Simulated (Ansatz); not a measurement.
## Pressure series in SrO

The parent structure is SrO in the rock salt structure (space group Fm-3m, No. 225; a = 5.1949 Å).

Cell and atoms are relaxed at each pressure.

The values are results of PBE (Ansatz, a program for electronic structure; PAW; 420 eV plane waves; without spin-orbit coupling), not measurements.

```
P (GPa)  V (Å³/atom)
-------  -----------
-2.00         17.969
-1.00         17.740
0.29          17.467
0.70          17.384
1.50          17.229
3.00          16.958
5.00          16.628
7.50          16.260
10.00         15.930
```

A third-order Birch–Murnaghan fit to these points gives V₀ = 17.53 Å³/atom, B₀ = 85 GPa and B₀′ = 4.5. At pressure 10 GPa the volume is 90.9 % of V₀.

Measured bulk modulus of SrO: 91 GPa (room temperature; as listed in Juan A. Santana et al., The Journal of Chemical Physics (2016)); the computed value is for a static lattice, so the two differ by thermal effects too.

Between the base and pressure 10 GPa the gap moves from 3.33 eV to 3.27 eV, a mean slope of -5.4 meV/GPa.

The program warned that an SCF state here may not be the lowest one. Load acts through the strain it causes; cell and atoms are relaxed under it. Whether these cells are dynamically stable was not tested. No other phases were tried under pressure.
